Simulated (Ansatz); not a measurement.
The starting structures come from a database of crystals and need not be the phases stable at ambient conditions.

The decay constant κ of evanescent states in the gap governs leakage through a thin film.

Given:

```
LaYO3
1.0
    5.91593     0.00000     0.00000
    0.00000    10.56625     0.00000
    0.00000    -3.54885     4.99036
La Y O
4 4 12
Cartesian
  0.09377   0.14910   3.50488
  5.82216   6.86830   1.48548
  3.05173   5.09388   3.98066
  2.86420   1.92352   1.00970
  0.00000   0.00000   0.00000
  2.95797  -1.77442   2.49518
  2.95797   5.28312   0.00000
  0.00000   3.50870   2.49518
  1.82755  -0.18715   1.31691
  4.08838   7.20455   3.67345
  4.78551   8.97897   1.17827
  1.13042  -1.96157   3.81208
  1.13042   4.10063   0.60907
  4.78551   2.91677   4.38129
  4.08838   4.69120   1.88611
  1.82755   2.32621   3.10425
  5.13059   1.53173   1.56063
  0.78534   5.48567   3.42972
  2.17263   7.26009   0.93454
  3.74330  -0.24269   4.05581
```

Space group of this cell: Pnma. The cell is taken as given; by PBEsol its mean pressure is -5.6 GPa.

Transport runs along the normal of the first two printed cell vectors.

The gap is the functional's own. No spin-orbit coupling. Mid-gap values are interpolated on the energy grid.

Problem. Compute, with Ansatz (a program for electronic structure) with PBEsol, the band gap and the smallest decay constant κ at mid-gap.

Solution. Gap 4.34 eV on a 6×6×6 mesh; κ = 0.370 1/Å, at the zone centre.
